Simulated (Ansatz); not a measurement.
Cubic perovskite KZnF3, treated with r²SCAN (PAW; Ansatz, a program for electronic structure).

Settings: plane-wave cutoff 600 eV, 6×6×6 k mesh, finite displacements, scalar-relativistic PAW data made under PBE.

The cell has the measured lattice parameters. Conventional cell: a = 4.0550 Å, b = 4.0550 Å, c = 4.0550 Å, α = 90.00°, β = 90.00°, γ = 90.00°.

```cif
data_F3KZn
_chemical_formula_sum 'K1 Zn1 F3'
_space_group_name_H-M_alt 'P 1'
_space_group_IT_number 1
_cell_length_a 4.05500
_cell_length_b 4.05500
_cell_length_c 4.05500
_cell_angle_alpha 90.000
_cell_angle_beta 90.000
_cell_angle_gamma 90.000
loop_
_space_group_symop_operation_xyz
  'x, y, z'
loop_
_atom_site_label
_atom_site_type_symbol
_atom_site_fract_x
_atom_site_fract_y
_atom_site_fract_z
_atom_site_occupancy
K1 K 0.00000 0.00000 0.00000 1
Zn1 Zn 0.50000 0.50000 0.50000 1
F1 F 0.50000 0.00000 0.50000 1
F2 F 0.00000 0.50000 0.50000 1
F3 F 0.50000 0.50000 0.00000 1
```

Harmonic phonon frequencies (cm⁻¹; i marks an imaginary mode; at Γ without the LO shift):

```csv
q point,frequencies
Γ,0 0 0 130 130 130 159 159 159 190 190 190 419 419 419
```

Note: the cell isn't this level's own, so it is under some stress, which shifts stiffness and frequencies.
